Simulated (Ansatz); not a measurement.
# HfO2: pressure series

Consider HfO$_{2}$ (space group Pca2_1, No. 29; a = 5.294 Å, b = 5.069 Å, c = 5.101 Å).

Cell and atoms are relaxed at each pressure.

Computed with DFT with PBE, PAW potentials and a 420 eV plane-wave cutoff in Ansatz (a quantum-chemistry and plane-wave program), scalar-relativistic without spin-orbit coupling.

| pressure (GPa) | volume per atom (Å³/atom) |
|---|---|
| -2 | 11.531 |
| -1 | ? |
| 0 | 11.408 |
| 0.3 | 11.392 |
| 1.5 | 11.324 |
| 3 | 11.243 |
| 5 | 11.141 |

Question: Fit the third-order Birch–Murnaghan form P(V) = (3B₀/2)[(V₀/V)^(7/3) − (V₀/V)^(5/3)]·[1 + (3/4)(B₀′ − 4)((V₀/V)^(2/3) − 1)] (squares taken in P) to the rows shown and predict the withheld row.

Answer: Least squares on the printed values gives V₀ = 11.409 Å³/atom, B₀ = 195 GPa, B₀′ = 6.4; this predicts 11.469 Å³/atom, and the run gives 11.468 Å³/atom, in agreement.

Load acts through the strain it causes; cell and atoms are relaxed under it. Stability against distortions was not tested. No other phases were tried under pressure. This is not the structure that HfO2 has at room temperature and ambient pressure.
